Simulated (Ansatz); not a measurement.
Worked example: self-consistent single point of Sb (R-3m, 2 atoms in the cell) in Ansatz (a program for electronic structure).

Method: PBEsol, PAW files made with PBE (plane waves; Ansatz).

```
CELL_PARAMETERS angstrom
      3.97713    -2.16578     0.00000
      3.97713     2.16578     0.00000
      2.79774     0.00000     3.56101
ATOMIC_POSITIONS crystal
  Sb 0.23791 0.23791 0.23791
  Sb 0.76650 0.76650 0.76650
```

Reference input (self-consistent single point, DFT, PBEsol, plane waves, PAW files made with PBE): basis.ecutwfc = 420 eV; kpoints.mp_grid.grid = 9 9 9; hamiltonian.xc = pbesol; hamiltonian.pseudopotentials = {kind: paw} (the program's default PAW files); scf.occupations.method = fermi_dirac; scf.occupations.width = 0.1 eV. This run's input differs from it in these lines:

Ansatz 0.2 input:
```diff
@@ -11,3 +11,3 @@
 kpoints:
-  mp_grid: { grid: [9, 9, 9] }
+  mp_grid: { grid: [20, 20, 20] }
 hamiltonian:
```

Output (repeated stretches shortened):

```
SCF iter   1: F=—  HF=-12816.331521 eV  |F-HF|=—  |Δ(HF+E_count)|=         —  Δρ=1.43e-2  dr2=9.61e-2  ethr=3.10e-3  ⟨swp⟩=6.1  Hψ=79289  notcnv=0
all-band conjugate gradients solve this SCF's bands
preconditioner: auto → Kerker (q_TF=auto, 2.422 Å⁻¹)
SCF iter   2: F=—  HF=-12816.323459 eV  |F-HF|=—  |Δ(HF+E_count)|=   8.06e-3  Δρ=9.26e-3  dr2=4.19e-2  ethr=3.20e-4  ⟨swp⟩=1.0  Hψ=21126  notcnv=0
SCF iter   3: F=—  HF=-12816.319475 eV  |F-HF|=—  |Δ(HF+E_count)|=   3.98e-3  Δρ=1.13e-3  dr2=1.09e-3  ethr=1.40e-4  ⟨swp⟩=2.0  Hψ=26515  notcnv=0
SCF iter   4: F=—  HF=-12816.319554 eV  |F-HF|=—  |Δ(HF+E_count)|=   7.97e-5  Δρ=6.80e-4  dr2=2.28e-4  ethr=3.62e-6  ⟨swp⟩=2.0  Hψ=26586  notcnv=0
SCF iter   5: F=—  HF=-12816.319392 eV  |F-HF|=—  |Δ(HF+E_count)|=   1.62e-4  Δρ=2.40e-4  dr2=5.66e-5  ethr=7.58e-7  ⟨swp⟩=2.0  Hψ=26555  notcnv=0
SCF iter   6: F=—  HF=-12816.319412 eV  |F-HF|=—  |Δ(HF+E_count)|=   2.04e-5  Δρ=5.44e-5  dr2=2.41e-6  ethr=1.89e-7  ⟨swp⟩=2.0  Hψ=18035  notcnv=0
SCF iter   7: F=-12816.319412 eV  HF=-12816.319412 eV  |F-HF|=3.71e-9  |Δ(HF+E_count)|=   2.09e-7  Δρ=9.81e-6  dr2=4.70e-8  ethr=3.33e-10  ⟨swp⟩=5.0  Hψ=80043  notcnv=0
SCF 1 converged in 7 iterations: F = -12816.319412 eV  dr2 = 4.70e-8
Free energy (F): -12816.319412 eV
Internal energy: -12816.305846 eV  (E = F + TS)
E sigma→0 (E₀):  -12816.312629 eV
Entropy (-TS):   -0.013566 eV (-6.783 meV/atom)
Fermi energy:    9.829455 eV
--- Forces (eV/Å), atoms counted from 1 ---
  atom   1  Sb    -0.11985049    -0.00000000    -0.03969390
  atom   2  Sb     0.11985049     0.00000000     0.03969390
--- Stress (GPa, compression-positive) ---
       -1.726312       0.000000      -0.146739
        0.000000      -1.283252      -0.000000
       -0.146739      -0.000000      -1.331851
  P = ⅓ Tr σ = -1.4471 GPa (-14.471 kbar)
  The stress holds the Pulay correction. Without it, at fixed plane waves, as pw.x and ABINIT print it: P = -1.4632 GPa
```

The run converged in 7 iterations. Against the reference run the free energy rises by 3.8 meV/atom, the pressure stays at -1.45 GPa and the largest force goes from 0.151 to 0.126 eV/Å.

The starting cell has typed, rounded lattice constants, without a prior relaxation at this level. Its lattice was rescaled by up to half a per cent. One atom was moved a little off its site on purpose. Ansatz's pressure includes its estimate of the finite-basis (Pulay) stress.

Cost on one core of a shared machine: roughly 30 s.
